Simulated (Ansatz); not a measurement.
**A computed series for Ge: response to strain**

The parent structure is Ge in the diamond structure (space group Fd-3m, No. 227; a = 5.6744 Å).

Strains are applied to the cell and any free atomic positions relax.

All numbers come from r2SCAN (Ansatz, a program for electronic structure; PAW; 500 eV plane waves; without spin-orbit coupling).

Notes on the quantities. energy relative to the base: free energy F.

| change | band gap | energy relative to the base | pressure |
|---|---|---|---|
| base | 0.36 eV | 0 meV/atom | 0.01 GPa |
| isotropic strain +0.50 % | 0.21 eV | +1.1 meV/atom | -1.01 GPa |
| isotropic strain +1.00 % | 0.07 eV | (withheld) | -1.94 GPa |
| isotropic strain +1.50 % | zero | +9.5 meV/atom | -2.8 GPa |
| isotropic strain +2.00 % | zero | +17 meV/atom | -3.6 GPa |
| isotropic strain +2.50 % | zero | (withheld) | -4.4 GPa |
| isotropic strain +3.00 % | zero | (withheld) | -5.0 GPa |

### Question
Complete the table.

### Answer

- isotropic strain +1.00 %, energy relative to the base: +4.3 meV/atom
- isotropic strain +2.50 %, energy relative to the base: +26 meV/atom
- isotropic strain +3.00 %, energy relative to the base: +36 meV/atom

The mesh was chosen for an insulator and is coarse for the gapless case. No phonon test of stability was made. The zero or small gap of Ge under isotropic strain +0.50 %, Ge under isotropic strain +1.00 %, Ge under isotropic strain +1.50 % and Ge under isotropic strain +2.00 % can change with the level of theory.
